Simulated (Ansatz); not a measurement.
Levels about the gap of amorphous Si28Te28 (56 atoms in a cell of 1526 Å³, 4.74 g/cm³; zone centre alone, so wide bands show as single levels with stretches between that a denser mesh fills), at the geometry that PBE-D3(BJ) relaxed, where it gives 0.0 GPa on a denser mesh. The participation number counts the atoms over which a state spreads; weights are charges in smoothed Voronoi cells. The levels come from a single point, so bond lengths are those of that geometry. Method of the levels: PBE-D3(BJ), scalar-relativistic without spin-orbit coupling, PAW (Ansatz default set, large-core Te) (Ansatz, a quantum-chemistry and plane-wave program). Sampling: the zone centre alone; Fermi-Dirac width 0.05 eV; no spin polarisation. So small a spacing is near the smearing width and the bands' dispersion over the mesh, so it is a value of this cell and mesh.

A CHGNet melt-quench gave the starting glass, which DFT then relaxed. The hot cell started wider than the set density and was brought back towards it in steps. It is the lowest in DFT energy of 2 quenches. It is a model cell: composition and starting density were chosen by hand, and all elements were melted together. The geometry includes D3(BJ) dispersion. Its density started from a set value of 4.59 and ended at 4.74 g/cm³. The quench (nominally 83 K/ps over its main leg) was far faster than any real one, so the model tends to hold more defects than a real film. A cell of this size samples the disorder only roughly. The volume was free in the relaxation, at fixed shape. Stress components on the final sampling reach 1.4 GPa. On a 2×2×2 Γ-centred mesh force components of up to 0.16 eV/Å stay, since the relaxation ran on one k-point at (1/4, 1/4, 1/4).

```tsv
E - E(highest filled), eV	filling	participation number	largest on	weight Te	weight Si
-0.42	filled	24.6	Te, 3 neighbours	0.78	0.22
-0.40	filled	29.7	Te, 1 neighbours	0.71	0.29
-0.29	filled	26.7	Te, 1 neighbours	0.74	0.26
-0.28	filled	15.7	Te, 2 neighbours	0.77	0.23
-0.16	filled	30.5	Te, 2 neighbours	0.69	0.31
-0.08	filled	26.1	Te, 2 neighbours	0.74	0.26
0.00	filled	19.3	Te, 3 neighbours	0.69	0.31
0.22	empty	22.3	Te, 2 neighbours	0.70	0.30
0.32	empty	29.1	Si, 5 neighbours	0.52	0.48
0.43	empty	20.8	Te, 3 neighbours	0.60	0.40
0.61	empty	33.7	Te, 3 neighbours	0.52	0.48
0.68	empty	40.8	Te, 3 neighbours	0.53	0.47
0.76	empty	39.2	Si, 3 neighbours	0.43	0.57
0.98	empty	38.0	Te, 3 neighbours	0.54	0.46
```

Most localised among these is the filled level at -0.28 eV, on a Te atom, which has 2 neighbours (Si 2.52 Å, Si 2.53 Å).
